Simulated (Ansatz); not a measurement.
For Ba2O (model structure, started from the Ca2N type, R-3m, No. 166, 3 atoms in the cell), PBE (Ansatz, a quantum-chemistry and plane-wave program, PAW) gives:

* **lattice parameter a**: 4.007 Å
* **lattice parameter c**: 21.688 Å
* **bulk modulus**: 24.6 GPa
* **cohesive energy**: 3.83 eV/atom

Question: What does r²SCAN (Ansatz, plane waves, PAW) give for the same quantities?

Answer: 
- lattice constant a: 3.989 Å (falls by 0.4 %)
- lattice parameter c: 21.701 Å (rises by 0.1 %)
- bulk modulus: 27.4 GPa (increases by 11 %)
- cohesive energy: 3.99 eV/atom (goes up by 0.16 eV/atom)

Changes are worked out from the printed values.

Unless a cell is named, each level is at its own relaxed cell (PBE 33.51, r²SCAN 33.22 Å³/atom).

Caveats: the bulk modulus is −V dP/dV from two relaxed cells at ±2 % in volume (PBE, r²SCAN). Ansatz's density-functional and Hartree–Fock values are scalar-relativistic unless marked +SOC, with PAW data made under PBE.

A model structure was made by putting elements into a prototype or built by hand; it is no filed structure, need not be a known phase, and can be a saddle point held by its symmetry.
